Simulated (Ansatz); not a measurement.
Effect of biaxial strain +2.04 %, plane normal [001], relaxed out of plane on MoS2

The parent structure is MoS2 in the 2H-MoS2 type structure (space group P6_3/mmc, No. 194; a = 3.1730 Å, c = 12.4366 Å; layered, stacked along the Cartesian z axis). Axes: x lies along a and z along c of the hexagonal cell.

Perturbation: biaxial strain +2.04 %, plane normal [001], relaxed out of plane (Cartesian); in-plane vectors clamped, the third vector and the atoms free.

Method: DFT with r2SCAN+rVV10, PAW potentials and a 500 eV plane-wave cutoff in Ansatz (a program for electronic structure), no spin-orbit coupling. Settings: 12×12×3 k-points, 0.05 eV Fermi–Dirac smearing.

* **Volume per atom**: 18.66 Å³ (base 18.07 Å³)
* **Space group**: P6_3/mmc (No. 194) (base P6_3/mmc (No. 194))
* **Pressure (mean of the normal stresses, compression positive)**: -3.66 GPa (base 0.00 GPa)
* **Band gap**: 0.65 eV (base 1.01 eV)
* **Gap character**: indirect, Γ → K (base indirect, Γ → K–Γ (47 % along))
* **Smallest direct gap**: 1.52 eV (base 1.74 eV)
* **Valence-band top at Γ (three highest levels, from the VBM)**: 0.00, -1.03, -1.28 eV (base 0.00, -1.13, -1.36 eV)
* **Out-of-plane strain**: -0.85 %
* **Ratio −ε⊥/ε∥**: 0.42
* **Mean in-plane stress (compression positive)**: -5.5 GPa

Final structure (turned so that z lies along the plane normal):

```
MoS2
1.0
    3.23773     0.00000     0.00000
    1.61886     2.80395     0.00000
    0.00000     0.00000    12.33114
Mo S
2 4
Cartesian
  1.61886   0.93465   3.08279
  3.23773   1.86930   9.24836
  1.61886   0.93465   7.71279
  3.23773   1.86930   1.54721
  3.23773   1.86930   4.61836
  1.61886   0.93465  10.78393
```

Stability against distortions was not tested.
